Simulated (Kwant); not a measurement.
Model system: In0.53Ga0.47As/InP stack with 2 barriers. One parabolic valley. Leads of mass 0.041 mₑ with the band edge at 0; grid 0.1 nm; bias 0 V, dropping linearly over the stack.

| layer | thickness (nm) | band offset (eV) | mass (mₑ) |
|---|---|---|---|
| 1 | 2.3 | 0.25 | 0.08 |
| 2 | 6.6 | 0 | 0.041 |
| 3 | 2.3 | 0.25 | 0.08 |

The device is made up for the run: typed textbook-type constants, with dimensions and the other settings drawn at random.

Computed with Kwant: one-band effective-mass tight-binding model in one dimension, coherent, no space charge.

Sweep values stay those of the base run.

Base results: transmission at E = 0.1873 eV 0.059; transmission at E = 0.09352 eV 0.062; transmission at E = 0.3750 eV 0.24; transmission at E = 0.2812 eV 0.90.

### Question
What follows from this one change: width of the first well 6.6 → 5.3 nm?

### Answer
transmission at E = 0.1873 eV little changed (0.051); transmission at E = 0.09352 eV 0.062 → 0.40; transmission at E = 0.3750 eV 0.24 → 0.98; transmission at E = 0.2812 eV 0.90 → 0.15.

### Question
What follows from this one change: thickness of the first barrier 2.3 → 1.4 nm?

### Answer
transmission at E = 0.1873 eV 0.059 → 0.12; transmission at E = 0.09352 eV 0.062 → 0.16; transmission at E = 0.3750 eV 0.24 → 0.45; transmission at E = 0.2812 eV 0.90 → 0.70.
